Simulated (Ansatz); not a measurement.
Data:

```yaml
crystal:
  lattice:
    - [0.02527, 2.93884, 2.93884]
    - [2.93884, 0.02527, 2.93884]
    - [2.96411, 2.96411, 0.00000]
  atoms:
    - { symbol: Cd, position: [0.00192, 0.00192, 0.99808] }
    - { symbol: S, position: [0.24808, 0.24808, 0.25192] }
```

No spin polarisation.

Calculations: Ansatz (a program for electronic structure), r2SCAN, PAW, cutoff 500 eV, no SOC. Γ-centred 10×10×10 mesh, Fermi–Dirac width 0.05 eV.

**Question.** What is the computed gap character?

**Answer.** Direct at Γ.

**Question.** What valence-band top at Γ (three highest levels, from the VBM) does the calculation give?

**Answer.** 0.00, -0.03, -0.07 eV.

**Question.** Predict the stress (xx, yy, zz, yz, xz, xy; compression positive).

**Answer.** (0.00, 0.00, 0.00, 0.00, 0.00, -0.44) GPa.

The cells carry an imposed strain or load. No phonon test of stability was made. The cell was made from CdS in the zinc blende structure (space group F-43m, No. 216) by this change: tensor shear ε_xy = +0.86 %.
